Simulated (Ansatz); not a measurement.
The parent structure is ZnO in the wurtzite structure (space group P6_3mc, No. 186).

ZnO is modelled in the hexagonal space group P6₃mc (No. 186), the wurtzite structure, Pearson symbol hP4. Conventional cell: a = 3.2352 Å, b = 3.2352 Å, c = 5.2113 Å, α = 90.00°, β = 90.00°, γ = 120.00°. Zn on 2b has 4 O at 1.970–1.979 Å (tetrahedral). O on 2b is surrounded by 4 Zn at 1.970–1.979 Å (tetrahedral). (Neighbours: up to the widest gap in distance over summed covalent radii, below 1.35, at either atom; cation-cation and far metal-metal contacts left out.)

Method: plane-wave PAW DFT at the r2SCAN level (Ansatz, a first-principles code, 500 eV), scalar-relativistic without spin-orbit coupling, earlier PAW set.

Before the change:

```
Quantity   Result
--------  -------
Band gap  1.23 eV
```

Perturbation: an isotropic linear strain of −5.03 %, atoms relaxed at fixed cell.

### Question
How does this affect the band gap?

### Answer
The band gap increases by 0.212 eV (1.23 eV → 1.45 eV).

### Question
What does the calculation give for the energy relative to the base after the change?

### Answer
The energy goes up by 150 meV/atom.

Whether these cells are dynamically stable was not tested.
